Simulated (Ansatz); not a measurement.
Start from TiAl$_{3}$ (space group I4/mmm, No. 139; a = 3.8242 Å, c = 8.5606 Å).

Level of theory: r2SCAN (Ansatz, a quantum-chemistry and plane-wave program; PAW; 500 eV plane waves; no spin-orbit coupling).

For the base:

The volume per atom comes out as 15.65 Å³. The c/a ratio is 2.239.

Modification: cell and atoms relaxed at a pressure of 15 GPa.

Question: Predict the new volume per atom.

Answer: The volume per atom drops by 1.57 Å³ (15.65 Å³ → 14.08 Å³).

Question: What happens to the c/a ratio?

Answer: The c/a ratio shrinks by 0.005 (2.239 → 2.234).

Load acts through the strain it causes; cell and atoms are relaxed under it. Whether these cells are dynamically stable was not tested. No other phases were tried under pressure. The final runs are not spin-polarised.
